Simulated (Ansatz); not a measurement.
Start from MgTe in the wurtzite structure (space group P6_3mc, No. 186).

```
CELL_PARAMETERS angstrom
      4.60888     0.00000     0.00000
     -2.30444     3.99141     0.00000
      0.00000     0.00000     7.50008
ATOMIC_POSITIONS crystal
  Mg 0.33333 0.66667 0.99978
  Mg 0.66667 0.33333 0.49978
  Te 0.33333 0.66667 0.37622
  Te 0.66667 0.33333 0.87622
```

Cartesian axes are those of the cell as printed.

Level of theory: Kohn–Sham DFT with the PBE functional, run in Ansatz (a first-principles code) with PAW and 420 eV plane waves, no spin-orbit coupling.

For the base:

Pressure: -0.1 kbar
Volume per atom: 34.49 Å³

Now apply this change: tensile biaxial strain of 0.60 % in the plane normal to [001], as in epitaxy on a mismatched substrate; the out-of-plane cell vector and the atoms relax.

Q: How does this affect the pressure and volume per atom?

A: The pressure (mean of the normal stresses, compression positive) shrinks by 2.3 kbar to -2.4 kbar; the volume per atom rises by 0.24 Å³ to 34.73 Å³.

No phonon test of stability was made.
